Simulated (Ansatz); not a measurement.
Start from NaCl in the zinc blende structure (space group F-43m, No. 216; a hypothetical phase, not in the database extracts checked).

```
CELL_PARAMETERS angstrom
      0.00000     3.08828     3.08828
      3.08828     0.00000     3.08828
      3.08828     3.08828     0.00000
ATOMIC_POSITIONS crystal
  Cl 0.25000 0.25000 0.25000
  Na 0.00000 0.00000 0.00000
```

Cartesian axes are those of the cell as printed.

Computed with Ansatz (a quantum-chemistry and plane-wave program) r2SCAN, no spin-orbit coupling.

It is then changed as follows: the cell is stretched by 4.65 % along z with no lateral relaxation; the atoms relax in the strained cell.

Task: Predict the stress tensor and what it implies for the stiffness.

Result: Stress of the strained cell less that of the base (GPa, compression positive):
```
  -0.72    0.00    0.00
   0.00   -0.72    0.00
   0.00    0.00   -0.90
```

Then −Δσ_ii/ε with ε = 0.0465 gives secant stiffness values (nonlinear terms included at this strain): C33 ≈ 19 GPa, C13 ≈ 15 GPa and C23 ≈ 15 GPa.

Stability against distortions was not tested.
